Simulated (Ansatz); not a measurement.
Consider TiAl3 (space group I4/mmm, No. 139; a = 3.848 Å, c = 8.613 Å; relaxed with 0.1 eV smearing).

The values are results of Ansatz (a program for electronic structure), PBE, PAW, cutoff 420 eV, no spin-orbit coupling, not measurements.

For the base:

The pressure is 0.0 GPa.

Modification: the cell is scaled by 1.0108 in all directions; the atoms relax in the strained cell.

What does the calculation give for the pressure after the change?

The pressure (mean of the normal stresses, compression positive) goes from zero to -3.2 GPa.

What does the calculation give for the energy relative to the base after the change?

The energy grows by 5.3 meV/atom.

Stability against distortions was not tested. The final runs are not spin-polarised.
